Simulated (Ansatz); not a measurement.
**Si well of 13 atomic layers along [001] in random Si0.7Ge0.3, interfaces sharp**

Prepared with LAMMPS with Tersoff's 1989 multicomponent potential (SiCGe.tersoff): minimisation. Geometry as solved with PBE, support functions at accuracy medium on the grid of 370 eV (Ansatz, a first-principles code).

```xyz
720
Lattice="16.67 0.00 0.00 0.00 16.67 0.00 0.00 0.00 55.02" Properties=species:S:1:pos:R:3 pbc="T T T"
Si    -0.03     0.02     0.02
Si     1.38     1.38     1.38
Si     2.76     2.73     0.00
Ge     4.15     4.16     1.39
Si     2.76    -0.01     2.74
Ge     4.18     1.39     4.15
Si     0.02     2.78     2.76
Si     1.37     4.16     4.16
Si     0.02     0.02     5.51
Si     1.42     1.37     6.88
Si     2.77     2.80     5.54
Si     4.17     4.16     6.90
Si     2.79     0.02     8.29
Si     4.17     1.41     9.66
Ge     0.01     2.76     8.28
Si     1.44     4.16     9.65
Si    -0.01    -0.01    11.03
Ge     1.39     1.40    12.43
Si     2.80     2.79    11.03
Si     4.13     4.16    12.44
Si     2.78    -0.02    13.82
Si     4.13     1.36    15.21
Si     0.00     2.80    13.84
Si     1.39     4.18    15.19
Si    -0.01     0.02    16.55
Si     1.39     1.39    17.92
Si     2.76     2.78    16.55
Si     4.16     4.16    17.92
Si     2.77     0.02    19.29
Si     4.17     1.40    20.64
Si     0.00     2.78    19.28
Si     1.39     4.17    20.63
Si     0.00     0.00    21.99
Si     1.39     1.39    23.35
Si     2.78     2.78    22.00
Si     4.17     4.17    23.35
Si     2.78     0.00    24.70
Si     4.17     1.39    26.05
Si     0.00     2.78    24.70
Si     1.39     4.17    26.05
Si     0.00     0.00    27.40
Si     1.39     1.39    28.76
Si     2.78     2.78    27.40
Si     4.17     4.17    28.76
Si     2.78     0.00    30.11
Si     4.17     1.38    31.46
Si     0.00     2.78    30.11
Si     1.39     4.17    31.46
Si     0.01     0.00    32.82
Si     1.40     1.39    34.18
Si     2.78     2.78    32.81
Si     4.16     4.17    34.17
Si     2.80     0.01    35.52
Si     4.16     1.39    36.91
Si     0.03     2.77    35.55
Si     1.41     4.15    36.92
Si     0.01     0.01    38.34
Si     1.42     1.39    39.68
Si     2.79     2.77    38.29
Si     4.19     4.13    39.67
Si     2.79     0.01    41.06
Si     4.19     1.36    42.45
Si     0.02     2.78    41.01
Ge     1.37     4.17    42.46
Ge     0.06     0.01    43.84
Si     1.40     1.41    45.29
Ge     2.82     2.76    43.88
Si     4.18     4.21    45.26
Ge     2.81    -0.03    46.64
Si     4.18     1.37    48.05
Si     0.01     2.78    46.65
Si     1.36     4.19    48.00
Ge     0.03     0.02    49.43
Si     1.37     1.41    50.86
Ge     2.74     2.78    49.41
Ge     4.13     4.20    50.86
Ge     2.80     0.00    52.21
Si     4.16     1.37    53.68
Si     0.00     2.75    52.25
Ge     1.38     4.17    53.63
Si    -0.03     5.56     0.02
Si     1.35     6.90     1.41
Ge     2.76     8.30     0.01
Si     4.15     9.75     1.36
Si     2.73     5.55     2.80
Si     4.13     6.90     4.18
Si    -0.04     8.29     2.74
Ge     1.40     9.68     4.13
Si     0.00     5.57     5.52
Si     1.38     6.93     6.92
Si     2.78     8.29     5.56
Si     4.12     9.70     6.93
Si     2.78     5.54     8.26
Si     4.12     6.93     9.64
Si     0.01     8.34     8.28
Si     1.38     9.72     9.67
Ge     0.02     5.53    11.05
Si     1.43     6.93    12.43
Si     2.75     8.30    11.02
Ge     4.15     9.71    12.40
Si     2.78     5.56    13.82
Si     4.18     6.93    15.19
Ge    -0.01     8.32    13.80
Ge     1.41     9.76    15.21
Si     0.01     5.55    16.57
Si     1.40     6.95    17.93
Si     2.81     8.31    16.58
Si     4.18     9.72    17.93
Si     2.78     5.55    19.28
Si     4.17     6.94    20.64
Si     0.00     8.34    19.27
Si     1.39     9.72    20.64
Si     0.00     5.56    21.99
Si     1.39     6.94    23.34
Si     2.78     8.33    21.99
Si     4.17     9.72    23.34
Si     2.78     5.56    24.70
Si     4.17     6.95    26.05
Si     0.00     8.34    24.70
Si     1.39     9.73    26.05
Si     0.00     5.56    27.41
Si     1.39     6.95    28.76
Si     2.78     8.34    27.40
Si     4.16     9.73    28.76
Si     2.78     5.56    30.11
Si     4.17     6.95    31.47
Si     0.00     8.33    30.12
Si     1.39     9.72    31.47
Si     0.01     5.55    32.82
Si     1.40     6.95    34.19
Si     2.79     8.33    32.83
Si     4.17     9.73    34.19
Si     2.77     5.53    35.54
Ge     4.17     6.94    36.94
Si     0.03     8.35    35.55
Si     1.41     9.75    36.92
Si     0.04     5.56    38.28
Si     1.39     6.97    39.65
Si     2.76     8.38    38.32
Si     4.20     9.71    39.67
Ge     2.80     5.56    41.02
Ge     4.21     6.96    42.49
Si     0.02     8.29    41.06
Ge     1.38     9.69    42.48
Si     0.01     5.59    43.86
Si     1.40     6.93    45.24
Si     2.76     8.31    43.89
Ge     4.13     9.74    45.26
Si     2.75     5.53    46.62
Ge     4.11     6.94    48.05
Ge     0.01     8.35    46.66
Si     1.40     9.75    48.09
Si     0.02     5.58    49.40
Si     1.36     6.97    50.82
Si     2.74     8.36    49.47
Si     4.12     9.73    50.83
Si     2.73     5.62    52.22
Si     4.15     6.92    53.61
Si    -0.05     8.30    52.19
Ge     1.34     9.72    53.57
Si    -0.05    11.11    -0.03
Ge     1.37    12.51     1.35
Si     2.82    13.91     0.01
Si     4.17    15.31     1.39
Si     2.78    11.10     2.73
Ge     4.14    12.55     4.11
Si     0.01    13.95     2.74
Si     1.38    15.31     4.13
Si     0.00    11.08     5.53
Ge     1.41    12.49     6.90
Si     2.76    13.96     5.52
Si     4.15    15.30     6.91
Si     2.78    11.09     8.32
Si     4.15    12.50     9.67
Ge    -0.01    13.93     8.31
Si     1.43    15.32     9.69
Si     0.01    11.12    11.04
Si     1.38    12.52    12.41
Si     2.78    13.90    11.05
Si     4.16    15.30    12.42
Si     2.75    11.14    13.76
Ge     4.18    12.49    15.16
Si     0.00    13.89    13.80
Si     1.35    15.30    15.16
Si    -0.03    11.15    16.59
Si     1.35    12.49    17.96
Ge     2.74    13.92    16.58
Si     4.18    15.31    17.96
Si     2.78    11.11    19.28
Si     4.16    12.50    20.64
Si    -0.02    13.91    19.30
Si     1.39    15.29    20.64
Si     0.00    11.12    21.99
Si     1.39    12.50    23.35
Si     2.78    13.89    21.99
Si     4.17    15.28    23.34
Si     2.78    11.11    24.70
Si     4.17    12.50    26.05
Si     0.00    13.89    24.70
Si     1.39    15.28    26.05
Si     0.00    11.11    27.41
Si     1.39    12.50    28.76
Si     2.78    13.89    27.41
Si     4.17    15.28    28.76
Si     2.78    11.11    30.12
Si     4.16    12.51    31.47
Si     0.00    13.89    30.11
Si     1.40    15.28    31.46
Si     0.00    11.11    32.83
Si     1.40    12.49    34.18
Si     2.78    13.89    32.83
Si     4.17    15.28    34.18
Si     2.79    11.12    35.54
Si     4.16    12.49    36.92
Si    -0.01    13.87    35.52
Ge     1.39    15.28    36.91
Si     0.04    11.16    38.26
Si     1.39    12.54    39.66
Si     2.80    13.88    38.31
Si     4.14    15.31    39.65
Ge     2.80    11.14    41.05
Si     4.17    12.54    42.46
Si     0.03    13.91    41.06
Si     1.44    15.27    42.43
Si    -0.02    11.12    43.86
Ge     1.43    12.49    45.24
Si     2.82    13.91    43.82
Si     4.21    15.26    45.21
Si     2.78    11.13    46.71
Si     4.15    12.56    48.03
Ge     0.02    13.87    46.72
Si     1.44    15.26    48.09
Si     0.00    11.09    49.47
Si     1.39    12.49    50.82
Si     2.78    13.88    49.46
Si     4.19    15.25    50.80
Si     2.76    11.12    52.18
Ge     4.17    12.50    53.60
Si     0.03    13.81    52.26
Ge     1.37    15.26    53.66
Si     5.55     0.01     0.02
Si     6.95     1.38     1.39
Si     8.35     2.75     0.04
Si     9.72     4.12     1.41
Si     8.33     0.02     2.78
Si     9.73     1.40     4.14
Si     5.60     2.78     2.76
Si     6.95     4.16     4.13
Si     5.58    -0.03     5.55
Si     6.94     1.39     6.89
Si     8.30     2.76     5.49
Ge     9.69     4.16     6.90
Si     8.34     0.03     8.25
Si     9.70     1.36     9.69
Si     5.56     2.77     8.26
Si     6.95     4.13     9.64
Si     5.52     0.04    11.07
Si     6.96     1.38    12.41
Si     8.32     2.76    11.02
Si     9.72     4.15    12.38
Si     8.36     0.02    13.78
Si     9.70     1.37    15.20
Ge     5.55     2.76    13.83
Si     6.95     4.16    15.23
Si     5.53     0.03    16.59
Si     6.94     1.40    17.93
Si     8.34     2.77    16.57
Si     9.73     4.17    17.92
Si     8.33     0.00    19.28
Si     9.72     1.39    20.63
Si     5.55     2.79    19.28
Si     6.94     4.17    20.64
Si     5.56     0.00    21.99
Si     6.95     1.39    23.34
Si     8.33     2.78    21.99
Si     9.72     4.17    23.35
Si     8.34     0.00    24.70
Si     9.73     1.39    26.05
Si     5.56     2.78    24.70
Si     6.95     4.17    26.05
Si     5.56     0.00    27.40
Si     6.95     1.39    28.76
Si     8.34     2.78    27.41
Si     9.73     4.17    28.76
Si     8.33     0.00    30.11
Si     9.72     1.39    31.47
Si     5.55     2.78    30.11
Si     6.94     4.17    31.46
Si     5.55    -0.01    32.82
Si     6.92     1.41    34.16
Si     8.32     2.79    32.82
Si     9.71     4.18    34.17
Ge     8.32    -0.01    35.56
Si     9.75     1.40    36.94
Si     5.52     2.77    35.53
Ge     6.95     4.16    36.92
Si     5.52    -0.01    38.27
Ge     6.93     1.38    39.69
Si     8.36     2.77    38.31
Si     9.67     4.18    39.69
Si     8.31     0.00    41.13
Si     9.67     1.38    42.49
Si     5.54     2.79    41.09
Si     6.93     4.15    42.47
Si     5.56     0.00    43.85
Si     6.94     1.37    45.22
Si     8.29     2.76    43.84
Ge     9.70     4.16    45.24
Si     8.30     0.04    46.66
Si     9.70     1.40    48.03
Ge     5.57     2.78    46.65
Si     6.99     4.18    48.03
Si     5.54    -0.04    49.40
Ge     6.95     1.37    50.77
Si     8.34     2.79    49.39
Ge     9.71     4.21    50.81
Ge     8.37    -0.01    52.25
Si     9.73     1.40    53.69
Ge     5.54     2.74    52.26
Ge     6.99     4.18    53.65
Si     5.52     5.55    -0.05
Ge     6.95     6.92     1.33
Si     8.34     8.35    -0.05
Ge     9.76     9.75     1.36
Si     8.35     5.52     2.76
Si     9.70     6.94     4.10
Ge     5.50     8.31     2.76
Ge     6.98     9.70     4.16
Si     5.55     5.52     5.51
Si     6.94     6.89     6.88
Si     8.34     8.26     5.53
Ge     9.72     9.70     6.91
Si     8.30     5.56     8.30
Si     9.71     6.93     9.65
Ge     5.57     8.32     8.28
Si     6.98     9.74     9.68
Ge     5.52     5.53    11.02
Ge     6.94     6.99    12.42
Si     8.37     8.36    11.03
Si     9.70     9.71    12.46
Ge     8.37     5.54    13.83
Si     9.77     6.96    15.22
Si     5.54     8.34    13.85
Si     6.95     9.70    15.21
Si     5.56     5.55    16.57
Si     6.94     6.94    17.93
Si     8.34     8.31    16.57
Si     9.71     9.69    17.95
Si     8.33     5.55    19.28
Si     9.72     6.94    20.64
Si     5.57     8.33    19.29
Si     6.95     9.72    20.64
Si     5.56     5.56    21.99
Si     6.95     6.95    23.35
Si     8.34     8.33    21.99
Si     9.73     9.72    23.35
Si     8.34     5.56    24.70
Si     9.73     6.95    26.05
Si     5.56     8.34    24.70
Si     6.95     9.73    26.05
Si     5.56     5.56    27.40
Si     6.94     6.95    28.76
Si     8.34     8.34    27.40
Si     9.73     9.73    28.76
Si     8.33     5.56    30.11
Si     9.72     6.95    31.46
Si     5.55     8.34    30.11
Si     6.94     9.73    31.46
Si     5.55     5.56    32.83
Si     6.95     6.96    34.17
Si     8.32     8.34    32.80
Si     9.68     9.75    34.15
Si     8.34     5.58    35.52
Si     9.68     6.94    36.93
Si     5.57     8.35    35.54
Si     6.94     9.71    36.92
Si     5.57     5.55    38.35
Si     6.95     6.94    39.71
Si     8.31     8.31    38.30
Si     9.72     9.68    39.64
Si     8.31     5.55    41.10
Si     9.70     6.94    42.47
Si     5.58     8.35    41.06
Si     6.95     9.68    42.46
Si     5.60     5.53    43.88
Si     6.98     6.91    45.23
Si     8.32     8.31    43.86
Si     9.68     9.68    45.28
Si     8.33     5.58    46.66
Si     9.75     6.92    48.02
Ge     5.57     8.30    46.62
Ge     6.97     9.75    48.04
Ge     5.60     5.56    49.45
Si     6.97     6.96    50.86
Ge     8.39     8.32    49.46
Si     9.72     9.78    50.85
Si     8.33     5.61    52.23
Si     9.70     6.97    53.62
Ge     5.54     8.35    52.23
Si     6.96     9.74    53.63
Si     5.56    11.08    -0.02
Ge     6.93    12.51     1.40
Ge     8.33    13.95    -0.02
Si     9.71    15.35     1.39
Si     8.37    11.14     2.79
Si     9.73    12.51     4.16
Si     5.56    13.96     2.77
Si     6.96    15.30     4.15
Ge     5.52    11.11     5.56
Ge     6.96    12.55     6.95
Si     8.36    13.92     5.51
Si     9.73    15.31     6.89
Si     8.35    11.13     8.32
Si     9.74    12.52     9.64
Si     5.49    13.91     8.30
Ge     6.91    15.33     9.64
Si     5.55    11.11    11.00
Ge     6.93    12.48    12.43
Ge     8.38    13.92    11.05
Si     9.78    15.32    12.45
Si     8.31    11.06    13.82
Ge     9.70    12.51    15.17
Si     5.54    13.93    13.78
Ge     6.94    15.31    15.18
Si     5.58    11.09    16.58
Si     6.94    12.50    17.93
Si     8.32    13.90    16.59
Si     9.73    15.28    17.93
Si     8.34    11.11    19.29
Si     9.73    12.50    20.64
Si     5.56    13.89    19.29
Si     6.95    15.28    20.64
Si     5.55    11.11    21.99
Si     6.95    12.50    23.34
Si     8.34    13.89    21.99
Si     9.73    15.28    23.34
Si     8.33    11.11    24.70
Si     9.72    12.50    26.05
Si     5.56    13.89    24.70
Si     6.95    15.28    26.05
Si     5.56    11.11    27.41
Si     6.95    12.51    28.76
Si     8.33    13.89    27.41
Si     9.72    15.28    28.76
Si     8.34    11.12    30.11
Si     9.72    12.51    31.47
Si     5.56    13.89    30.12
Si     6.95    15.28    31.47
Si     5.55    11.12    32.82
Si     6.93    12.51    34.18
Si     8.34    13.89    32.83
Si     9.75    15.26    34.17
Si     8.29    11.09    35.52
Ge     9.71    12.50    36.91
Si     5.53    13.88    35.55
Si     6.89    15.26    36.94
Si     5.55    11.10    38.27
Si     6.91    12.49    39.64
Si     8.27    13.89    38.29
Ge     9.68    15.30    39.68
Ge     8.31    11.08    41.03
Ge     9.69    12.54    42.48
Ge     5.55    13.92    41.04
Si     6.94    15.30    42.48
Ge     5.58    11.14    43.84
Si     6.96    12.52    45.28
Si     8.27    13.92    43.87
Ge     9.68    15.31    45.24
Si     8.36    11.13    46.63
Si     9.73    12.46    48.05
Si     5.55    13.90    46.63
Si     6.92    15.30    48.00
Ge     5.51    11.16    49.46
Si     6.94    12.53    50.87
Ge     8.32    13.89    49.42
Si     9.76    15.27    50.82
Si     8.30    11.11    52.21
Ge     9.75    12.50    53.57
Si     5.57    13.93    52.21
Si     6.89    15.31    53.62
Si    11.11     0.03     0.04
Si    12.52     1.41     1.38
Si    13.91     2.80     0.02
Si    15.30     4.16     1.39
Si    13.90     0.02     2.74
Si    15.32     1.37     4.10
Si    11.12     2.76     2.76
Si    12.52     4.15     4.09
Si    11.11     0.02     5.52
Si    12.51     1.35     6.90
Ge    13.91     2.76     5.50
Si    15.31     4.18     6.88
Si    13.88     0.01     8.29
Si    15.26     1.37     9.68
Ge    11.14     2.74     8.32
Si    12.52     4.16     9.71
Si    11.12     0.00    11.03
Si    12.51     1.38    12.38
Si    13.90     2.77    11.06
Si    15.29     4.12    12.44
Ge    13.91     0.00    13.81
Si    15.29     1.43    15.21
Ge    11.11     2.77    13.80
Si    12.49     4.15    15.24
Si    11.10     0.00    16.56
Si    12.50     1.38    17.92
Si    13.89     2.78    16.58
Si    15.29     4.17    17.93
Si    13.89     0.00    19.27
Si    15.28     1.39    20.63
Si    11.12     2.78    19.28
Si    12.51     4.17    20.63
Si    11.11     0.00    21.99
Si    12.50     1.39    23.34
Si    13.89     2.78    21.99
Si    15.28     4.17    23.34
Si    13.89     0.00    24.70
Si    15.28     1.39    26.05
Si    11.11     2.78    24.70
Si    12.50     4.17    26.05
Si    11.11     0.00    27.40
Si    12.50     1.39    28.76
Si    13.89     2.78    27.41
Si    15.28     4.17    28.76
Si    13.90     0.00    30.11
Si    15.28     1.38    31.46
Si    11.11     2.78    30.11
Si    12.51     4.17    31.46
Si    11.11     0.00    32.81
Si    12.48     1.41    34.16
Si    13.90     2.77    32.81
Si    15.32     4.12    34.16
Ge    13.91     0.00    35.54
Si    15.34     1.38    36.93
Si    11.07     2.76    35.51
Ge    12.45     4.17    36.92
Si    11.13     0.00    38.28
Si    12.50     1.34    39.68
Ge    13.92     2.76    38.32
Si    15.35     4.18    39.66
Si    13.89    -0.02    41.03
Ge    15.27     1.41    42.41
Ge    11.07     2.75    41.06
Ge    12.49     4.18    42.50
Si    11.07     0.04    43.85
Ge    12.49     1.40    45.26
Si    13.89     2.79    43.87
Ge    15.27     4.20    45.27
Si    13.90     0.04    46.67
Si    15.30     1.41    48.00
Si    11.09     2.79    46.68
Si    12.47     4.19    48.01
Si    11.05     0.01    49.43
Ge    12.48     1.38    50.81
Ge    13.89     2.80    49.38
Ge    15.32     4.19    50.85
Ge    13.92     0.02    52.27
Si    15.30     1.43    53.67
Ge    11.11     2.80    52.28
Si    12.56     4.18    53.65
Ge    11.09     5.54    -0.01
Ge    12.54     6.97     1.40
Si    13.93     8.35    -0.04
Si    15.30     9.69     1.34
Si    13.93     5.53     2.78
Si    15.27     6.94     4.16
Si    11.11     8.34     2.80
Si    12.48     9.70     4.17
Ge    11.14     5.57     5.48
Si    12.51     6.97     6.89
Si    13.90     8.34     5.53
Si    15.30     9.71     6.89
Ge    13.91     5.57     8.30
Si    15.32     6.99     9.67
Si    11.12     8.28     8.28
Ge    12.53     9.70     9.65
Si    11.08     5.53    11.01
Ge    12.48     6.96    12.41
Si    13.95     8.34    11.05
Si    15.28     9.76    12.41
Ge    13.90     5.52    13.84
Si    15.29     6.93    15.23
Si    11.10     8.36    13.83
Si    12.55     9.70    15.16
Si    11.12     5.56    16.58
Si    12.51     6.95    17.93
Si    13.90     8.32    16.56
Si    15.27     9.73    17.92
Si    13.90     5.56    19.28
Si    15.29     6.95    20.63
Si    11.11     8.32    19.29
Si    12.50     9.72    20.64
Si    11.12     5.55    21.99
Si    12.50     6.95    23.34
Si    13.89     8.34    21.99
Si    15.28     9.73    23.34
Si    13.89     5.56    24.70
Si    15.28     6.95    26.05
Si    11.12     8.33    24.70
Si    12.50     9.72    26.05
Si    11.11     5.56    27.41
Si    12.51     6.95    28.76
Si    13.89     8.33    27.40
Si    15.28     9.72    28.76
Si    13.90     5.56    30.11
Si    15.29     6.95    31.47
Si    11.12     8.34    30.11
Si    12.50     9.73    31.47
Si    11.11     5.55    32.81
Si    12.50     6.96    34.13
Si    13.90     8.35    32.81
Si    15.29     9.73    34.20
Ge    13.93     5.57    35.51
Si    15.35     6.95    36.90
Ge    11.09     8.34    35.54
Si    12.50     9.77    36.89
Si    11.03     5.55    38.30
Ge    12.45     6.94    39.67
Ge    13.90     8.34    38.24
Ge    15.36     9.73    39.67
Ge    13.95     5.55    41.07
Si    15.34     6.95    42.47
Si    11.04     8.31    41.07
Ge    12.47     9.69    42.45
Si    11.10     5.60    43.87
Si    12.47     6.94    45.28
Ge    13.92     8.31    43.89
Si    15.29     9.76    45.26
Si    13.85     5.59    46.68
Si    15.27     6.94    48.05
Si    11.08     8.31    46.63
Ge    12.49     9.71    48.05
Si    11.12     5.56    49.39
Ge    12.53     6.93    50.82
Si    13.93     8.34    49.44
Si    15.28     9.72    50.83
Si    13.91     5.56    52.27
Si    15.29     6.94    53.63
Ge    11.11     8.38    52.25
Si    12.56     9.74    53.64
Si    11.18    11.13    -0.04
Si    12.52    12.51     1.33
Si    13.93    13.87     0.00
Si    15.27    15.29     1.37
Ge    13.87    11.07     2.73
Ge    15.32    12.51     4.13
Ge    11.12    13.91     2.75
Si    12.50    15.36     4.12
Si    11.11    11.11     5.50
Ge    12.49    12.51     6.92
Ge    13.90    13.97     5.52
Si    15.30    15.36     6.91
Si    13.94    11.10     8.27
Si    15.29    12.47     9.66
Si    11.09    13.93     8.29
Si    12.48    15.30     9.64
Ge    11.11    11.13    11.09
Si    12.51    12.52    12.49
Ge    13.89    13.89    11.04
Si    15.32    15.27    12.42
Si    13.91    11.12    13.82
Si    15.28    12.52    15.18
Si    11.13    13.93    13.81
Si    12.49    15.28    15.21
Ge    11.15    11.09    16.58
Si    12.54    12.53    17.95
Si    13.90    13.90    16.56
Si    15.29    15.29    17.91
Si    13.90    11.12    19.30
Si    15.28    12.51    20.65
Si    11.12    13.90    19.29
Si    12.51    15.29    20.64
Si    11.11    11.11    21.99
Si    12.50    12.50    23.35
Si    13.89    13.89    22.00
Si    15.28    15.28    23.35
Si    13.89    11.11    24.70
Si    15.28    12.50    26.05
Si    11.11    13.89    24.70
Si    12.50    15.28    26.05
Si    11.11    11.11    27.40
Si    12.50    12.51    28.76
Si    13.89    13.89    27.40
Si    15.28    15.28    28.76
Si    13.89    11.11    30.11
Si    15.29    12.49    31.46
Si    11.11    13.89    30.11
Si    12.51    15.28    31.46
Si    11.11    11.12    32.82
Si    12.52    12.51    34.18
Si    13.90    13.89    32.81
Si    15.30    15.25    34.15
Si    13.90    11.13    35.54
Si    15.29    12.51    36.91
Si    11.14    13.90    35.54
Si    12.50    15.27    36.93
Si    11.11    11.07    38.29
Ge    12.49    12.53    39.66
Si    13.93    13.92    38.28
Si    15.30    15.28    39.68
Ge    13.93    11.14    41.09
Si    15.35    12.53    42.47
Si    11.09    13.91    41.06
Ge    12.47    15.31    42.45
Ge    11.09    11.09    43.92
Si    12.54    12.46    45.29
Ge    13.90    13.86    43.86
Ge    15.28    15.30    45.30
Si    13.92    11.10    46.66
Si    15.29    12.43    48.07
Ge    11.12    13.86    46.65
Ge    12.50    15.32    48.06
Si    11.09    11.12    49.46
Si    12.48    12.45    50.85
Ge    13.89    13.82    49.46
Ge    15.33    15.23    50.88
Si    13.90    11.10    52.22
Si    15.26    12.48    53.61
Si    11.13    13.89    52.17
Ge    12.47    15.26    53.66
```
